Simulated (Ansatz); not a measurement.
## CrSBr (Pmmn, No. 59; cell taken from a computed entry)

Level of theory: r²SCAN (Ansatz, a quantum-chemistry and plane-wave program, PAW).

Run with plane-wave cutoff 560 eV, 10×8×4 k mesh (along the axes of the cell as run), Fermi–Dirac smearing 0.01 eV, spin-polarised start, scalar-relativistic PAW data made under PBE.

Cell (relaxed with PBEsol):

```yaml
crystal:
  lattice:
    - [3.48654, 0.00000, 0.00000]
    - [0.00000, 4.66116, 0.00000]
    - [0.00000, 0.00000, 8.37115]
  atoms:
    - { symbol: Cr, position: [0.50000, 0.00000, 0.87841] }
    - { symbol: Cr, position: [0.00000, 0.50000, 0.12159] }
    - { symbol: S, position: [0.50000, 0.50000, 0.93255] }
    - { symbol: S, position: [0.00000, 0.00000, 0.06745] }
    - { symbol: Br, position: [0.00000, 0.00000, 0.66648] }
    - { symbol: Br, position: [0.50000, 0.50000, 0.33352] }
```

```json
{
 "band_gap": "1.04 eV",
 "Γ–Γ gap": "1.25 eV"
}
```

Measured, for comparison: band gap 1.5 ± 0.2 eV (150 K, no zero-point or thermal correction, scanning tunnelling spectroscopy, bulk; as tabulated in Telford et al. (2020), arXiv:2005.06110).

Note: the magnetic order was assumed, not searched for or taken from measurement; cell and atoms aren't relaxed at this level (largest force component 0.38 eV/Å, pressure 3.3 GPa); the cell has widely spaced layers and the level no dispersion term, so their spacing and the moduli can rest on weak binding.

Spin–orbit coupling is not included.
